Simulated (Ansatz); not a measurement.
ZrO2-1T monolayer, on its own PBE lattice.

```yaml
crystal:
  lattice:
    - [3.26596, 0.00000, 0.00000]
    - [-1.63298, 2.82841, 0.00000]
    - [0.00000, 0.00000, 20.42800]
  atoms:
    - { symbol: O, position: [0.66667, 0.33333, 0.45262] }
    - { symbol: Zr, position: [0.00000, 0.00000, 0.50000] }
    - { symbol: O, position: [0.33333, 0.66667, 0.54738] }
```

Methods: PBE+D3(BJ) (plane waves to 420 eV, PAW; Ansatz, an electronic-structure program); r2SCAN (plane waves to 500 eV, PAW; Ansatz); HSE06 (plane waves to 420 eV, PAW; Ansatz). Geometries and values that name no level are of the first. No spin–orbit coupling; PBE gaps are too small against experiment. Its k-point mesh 12×12×1, Fermi–Dirac width 0.01 eV. HSE06 ran on meshes of its own (9×9×1); its edges and gaps are taken over the mesh and over extra points off it, mostly where PBE has its edges.

All levels ran on one geometry.

| level | mesh | gap (eV) |
|---|---|---|
| PBE | 12×12×1 | 4.47 |
| r2SCAN | 12×12×1 | 4.99 |
| HSE06 | 9×9×1 | ? |

Some entries are withheld; supply them.


- HSE06, gap (eV): 6.13
